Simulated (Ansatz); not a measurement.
Consider HfN in the rock salt structure (space group Fm-3m, No. 225; a = 4.5482 Å; relaxed with 0.1 eV smearing). Axes: x, y, z lie along the cube axes.

Computed with Ansatz (an electronic-structure program), PBE, PAW, cutoff 420 eV, spin-orbit coupling left out.

One thing is altered: every lattice vector is shortened by 1.50 %; the atoms relax in the strained cell.

Task: Predict the stress tensor and what it implies for the stiffness.

Result: Stress of the strained cell less that of the base (GPa, compression positive):
```
   13.1     0.0     0.0
    0.0    13.1     0.0
    0.0     0.0    13.1
```

Then B = −ΔP/(ΔV/V₀) with ΔV/V₀ = -0.0443 gives secant stiffness values (nonlinear terms included at this strain): B ≈ 296 GPa.

As a check, the harmonic strain energy −½ V₀ Δσ:ε is 22 meV/atom; the computed energy rise is 21 meV/atom.

Whether these cells are dynamically stable was not tested. All final runs are without spin polarisation.
